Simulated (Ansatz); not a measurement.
**Effective masses and thermopower of AlP (F-43m)**

Consider the following.

```
CELL_PARAMETERS angstrom
      0.00000     2.73533     2.73533
      2.73533     0.00000     2.73533
      2.73533     2.73533     0.00000
ATOMIC_POSITIONS crystal
  Al 0.00000 0.00000 0.00000
  P  0.75000 0.75000 0.75000
```

Level of theory: HSE06 with spin-orbit coupling, rigid bands (plane waves, PAW; Ansatz, a quantum-chemistry and plane-wave program). How the cell was made: cell and atoms relaxed with PBEsol.

* **band gap**: 2.26 eV
* **electron conductivity mass (300 K, dilute)**: 0.33 mₑ
* **hole conductivity mass (300 K, dilute)**: 0.67 mₑ
* **effective density of states N_c (300 K)**: 1.7e19 cm⁻³
* **effective density of states N_v (300 K)**: 5.1e19 cm⁻³
* **density-of-states mass, electrons**: 0.76 mₑ
* **density-of-states mass, holes**: 1.60 mₑ
* **Seebeck coefficient, n-type 1e19 cm⁻³, 300 K**: -260 μV/K
* **best n-type power factor at 300 K for τ = 10 fs (best axis; densities from 1e16 to 1e21 cm⁻³ tried, whether or not they can be reached)**: 7.7 μW/(cm·K²) at 3e19 cm⁻³
* **Seebeck coefficient, p-type 1e19 cm⁻³, 300 K**: 389 μV/K
* **best p-type power factor at 300 K for τ = 10 fs (best axis; densities from 1e16 to 1e21 cm⁻³ tried, whether or not they can be reached)**: 21 μW/(cm·K²) at 3e20 cm⁻³

Rigid bands; masses and Seebeck coefficients take one relaxation time τ for all states and one kind of carrier; polarons and phonon drag are left out. Geometry: cell and atoms relaxed with PBEsol.
